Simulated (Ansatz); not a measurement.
Base system: CsPbCl3 in the cubic perovskite structure (space group Pm-3m, No. 221; a = 5.619 Å). Axes: x, y, z lie along the cube axes.

One thing is altered: a pure shear with ε_xy = ε_yx = 0.0033, atoms relaxed at fixed cell.

Level of theory: DFT with PBEsol, PAW potentials and a 420 eV plane-wave cutoff in Ansatz (an electronic-structure program), no spin-orbit coupling.

Problem. Give the band edges at the high-symmetry points of the new zone, measured from its valence-band maximum.

Solution. 
| point | valence edge (eV) | conduction edge (eV) |
|---|---|---|
| Γ | -2.47 | 3.24 |
| Y | -0.81 | 2.42 |
| C₀ | -0.81 | 2.42 |
| Σ₀ | -0.81 | 2.42 |
| Z | -1.67 | 2.93 |
| A₀ | 0.00 | 1.82 |
| E₀ | 0.00 | 1.82 |
| T | 0.00 | 1.82 |
| S | -1.67 | 2.93 |
| R | -0.81 | 2.43 |

The gap is 1.82 eV, direct at T.

Spin-orbit coupling, missing from the scalar runs, can matter with Pb. The cells carry an imposed strain or load. Stability against distortions was not tested. Many cubic perovskites are stable only at high temperature; tilts and polar distortions were not tested. This is not the structure that CsPbCl3 has at room temperature and ambient pressure. Labels are those of the standard path for the cell's own space group.
